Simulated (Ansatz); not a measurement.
Response to strain in PbSe

The parent structure is PbSe in the rock salt structure (space group Fm-3m, No. 225; a = 6.178 Å). Axes: x, y, z lie along the cube axes.

Strains are applied to the cell and any free atomic positions relax; under biaxial strain the out-of-plane vector relaxes too; under stress the whole cell relaxes.

The values are results of DFT with r2SCAN, PAW potentials and a 500 eV plane-wave cutoff in Ansatz (an electronic-structure program), scalar-relativistic without spin-orbit coupling, not measurements.

Notes on the quantities. pressure: mean of the normal stresses, compression positive.

| change | gap character | band gap | pressure | shortest interatomic distance | space group |
|---|---|---|---|---|---|
| base | direct at L | 0.66 eV | 0.00 GPa | 3.089 Å | Fm-3m (No. 225) |
| biaxial strain +1.26 %, plane normal [001], relaxed out of plane | direct at N | 0.73 eV | -1.07 GPa | 3.081 Å | I4/mmm (No. 139) |
| biaxial strain −0.55 %, plane normal [111], relaxed out of plane | indirect, T → L | 0.58 eV | 0.28 GPa | 3.083 Å | R-3m (No. 166) |
| biaxial strain +0.67 %, plane normal [111], relaxed out of plane | indirect, L → T | 0.60 eV | -0.33 GPa | 3.096 Å | R-3m (No. 166) |
| isotropic strain −1.99 % | direct at L | 0.45 eV | 3.53 GPa | 3.027 Å | Fm-3m (No. 225) |
| isotropic strain +0.29 % | direct at L | 0.69 eV | -0.44 GPa | 3.098 Å | Fm-3m (No. 225) |
| isotropic strain +0.69 % | direct at L | 0.73 eV | -1.02 GPa | 3.110 Å | Fm-3m (No. 225) |
| uniaxial strain ε_xx = −1.19 % | direct at N | 0.62 eV | … | … | I4/mmm (No. 139) |
| uniaxial stress, 1 GPa compression along x | direct at N | … | – | 3.065 Å | I4/mmm (No. 139) |
| tensor shear ε_yz = +0.95 % | indirect, S → R | 0.57 eV | 0.00 GPa | 3.089 Å | Immm (No. 71) |

Q: Complete the table.

A: 
- uniaxial strain ε_xx = −1.19 %, pressure: 0.65 GPa
- uniaxial strain ε_xx = −1.19 %, shortest interatomic distance: 3.052 Å
- uniaxial stress, 1 GPa compression along x, band gap: 0.64 eV

With Pb present, leaving out spin-orbit coupling can change the band edges. Beyond what the load breaks, stability against distortions was not tested. k-point labels follow each cell's own Brillouin zone.
